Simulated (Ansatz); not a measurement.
Co on the 1x1 (0001) surface of hcp Ru, one in a 2x2 cell, energies for each (25.7 Å²). Energies are against an atom of hcp Co, ferromagnetic, without zero-point or thermal terms; each row is named by its start.

The numbers are results of PBE (plane waves to 420 eV, PAW; Ansatz, an electronic-structure program), not measurements.

Model: 17-atom slab, 6.3 Å thick at the start under the adsorbate (thin: gaps and levels are the slab's own), 6x6x1 mesh, Fermi-Dirac 0.1 eV, dipole correction, 8 atoms held, the rest relaxed; each run with such symmetry as its start has; spin-polarised, no spin-orbit, no U, no dispersion correction.

A negative adsorption energy means that the adsorbate is more stable on the surface than in its reference. Starts that drift may end in the same place. Heights count from the host atoms within 0.3 Å of the top one.

```tsv
starting site	E_ads (eV)	height (Å)	nearest host atom (Å)	bonded to	Δ work function (eV)	lateral drift (Å)	moment (μB)
top Ru	2.11	2.10	Ru 2.20	Ru	-1.44	0.0	2.1
hollow Ru-Ru-Ru	1.18	1.71	Ru 2.38	3 Ru	-1.07	0.0	2.1
hollow Ru-Ru-Ru over Ru at depth 2.1 Å	1.00	1.68	Ru 2.36	3 Ru	-1.06	0.0	1.9
bridge Ru-Ru (span 2.7 Å)	1.00	1.68	Ru 2.36	3 Ru	-1.06	0.8	1.9
```
